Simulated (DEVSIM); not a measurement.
Device: abrupt GaAs p-n junction, at 300 K.

| layer (left to right) | material | thickness (μm) | Nd (cm⁻³) | Na (cm⁻³) | τn (s) | τp (s) |
|---|---|---|---|---|---|---|
| 1 | GaAs | 11.0 | - | 8.3e16 | 3.8e-10 | 3.8e-10 |
| 2 | GaAs | 1.00 | 3.7e16 | - | 3.8e-10 | 3.8e-10 |

Left contact: ohmic. Right contact: ohmic. Voltage is applied to the left contact. Recombination: SRH at mid-gap, radiative. Mobility is constant in doping.

This is a model device: material constants are rounded textbook-type values typed into the input, and sizes, dopings and lifetimes were drawn at random. Values at 300 K; Nc and Nv go as T^1.5, mobilities as T to minus their exponent, the gap by Varshni's rule with the affinity fixed.

| parameter | GaAs |
|---|---|
| gap (eV) | 1.424 |
| affinity (eV) | 4.07 |
| permittivity | 12.9 |
| Nc (cm⁻³) | 4.7e17 |
| Nv (cm⁻³) | 9e18 |
| μn (cm²/Vs) | 8500 |
| μp (cm²/Vs) | 400 |
| T exponent of μn | 2.1 |
| T exponent of μp | 2.2 |
| B (cm³/s) | 2e-10 |
| Varshni α (eV/K) | 0.000541 |
| Varshni β (K) | 204 |

DEVSIM, 1D drift-diffusion, Boltzmann statistics, complete ionisation; no tunnelling, impact ionisation, image-force lowering or self-heating.

The temperature was swept, all else fixed.

```csv
temperature (K),potential step across the device at zero bias (V),dark forward voltage at 1 A/cm² (V),largest field in the device at zero bias (V/cm),dark forward voltage at 100 A/cm² (V)
250,1.302,1.101,95000,1.221
300,1.237,0.998,92000,1.143
350,1.169,0.891,89000,1.067
400,1.098,0.781,86000,0.989
450,1.026,0.670,83000,0.911
500,0.951,?,79000,?
```

Question: What belongs in the gaps?

Answer: 
- 500, dark forward voltage at 1 A/cm² (V): 0.556
- 500, dark forward voltage at 100 A/cm² (V): 0.833
